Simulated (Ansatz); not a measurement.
Take FePt (space group P4/mmm, No. 123; a = 2.735 Å, c = 3.722 Å; ferromagnetic; relaxed with 0.1 eV smearing) as the base. Axes: x, y, z lie along a, b, c of the conventional cell.

Level of theory: r2SCAN, PAW, 500 eV (Ansatz, an electronic-structure program; no spin-orbit coupling).

Before the change:

| Item | Result |
|---|---|
| Pressure | 0.0 GPa |

The change: tensor shear ε_yz = +2.97 % (engineering shear γ = 0.0594), atoms relaxed at fixed cell.

Estimate the effect on the pressure.

The pressure (mean of the normal stresses, compression positive) goes from zero to 1.0 GPa.

The magnetic state is the one reached from the starting moments; the real material's order can differ, and small cells can't hold many antiferromagnetic ones. The cells carry an imposed strain or load. Whether these cells are dynamically stable was not tested.
